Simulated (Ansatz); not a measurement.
What biaxial strain +1.50 %, plane normal [001], relaxed out of plane does to Pt

The parent structure is Pt in the fcc (Cu type) structure (space group Fm-3m, No. 225; a = 3.942 Å; relaxed with 0.1 eV smearing). Axes: x, y, z lie along the cube axes.

It is then changed as follows: biaxial strain +1.50 %, plane normal [001], relaxed out of plane (Cartesian); in-plane vectors clamped, the third vector and the atoms free.

All numbers come from plane-wave PAW DFT at the r2SCAN level (Ansatz, a quantum-chemistry and plane-wave program, 500 eV), no SOC. Γ-centred 29×29×29 mesh, Fermi–Dirac width 0.1 eV.

```tsv
quantity	base	changed	shift
volume per atom	15.31 Å³	15.43 Å³	+0.12 Å³
space group	Fm-3m (No. 225)	I4/mmm (No. 139)	–
shortest interatomic distance	2.787 Å	2.778 Å	-0.009 Å
energy relative to the base (free energy F)	0 meV/atom	+4.3 meV/atom	+4.3 meV/atom
band gap	zero	zero	–
out-of-plane strain	–	-2.19 %	–
ratio −ε⊥/ε∥	–	1.46	–
mean in-plane stress (compression positive)	–	-2.8 GPa	–
```

Cost of the whole job for the changed cell (relaxation, final SCF and bands): very roughly 4 core-minutes.

Stability against distortions was not tested. The final runs are not spin-polarised.
